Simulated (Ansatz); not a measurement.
## CuAu under a change: uniaxial strain ε_zz = −2.00 %

The parent structure is CuAu (space group P4/mmm, No. 123; a = 2.869 Å, c = 3.645 Å; relaxed with 0.1 eV smearing). Axes: x, y, z lie along a, b, c of the conventional cell.

Perturbation: the cell is compressed by 2.00 % along z with no lateral relaxation, atoms relaxed at fixed cell.

All numbers come from PBE (Ansatz, an electronic-structure program, PAW, no spin-orbit coupling). Settings: 20×20×16 k-points, 0.1 eV Fermi–Dirac smearing.

The volume per atom falls by 0.30 Å³ (15.01 Å³ → 14.71 Å³) and the space group is still P4/mmm (No. 123). The shortest interatomic distance drops by 0.024 Å to 2.703 Å and the energy increases by 2.9 meV/atom. The pressure (mean of the normal stresses, compression positive) goes from zero to 3.0 GPa and the band gap remains zero. The stress (xx, yy, zz, yz, xz, xy; compression positive) is (2.9, 2.9, 3.2, 0.0, 0.0, 0.0) GPa.

Final structure:

```xyz
2
Lattice="2.8694 0.0000 0.0000 0.0000 2.8694 0.0000 0.0000 0.0000 3.5723" Properties=species:S:1:pos:R:3 pbc="T T T"
Cu     0.0000     0.0000     0.0000
Au     1.4347     1.4347     1.7862
```

Cost of the whole job for the changed cell (relaxation, final SCF and bands): around 24 core-seconds (rough).

No phonon test of stability was made. The final runs are not spin-polarised.
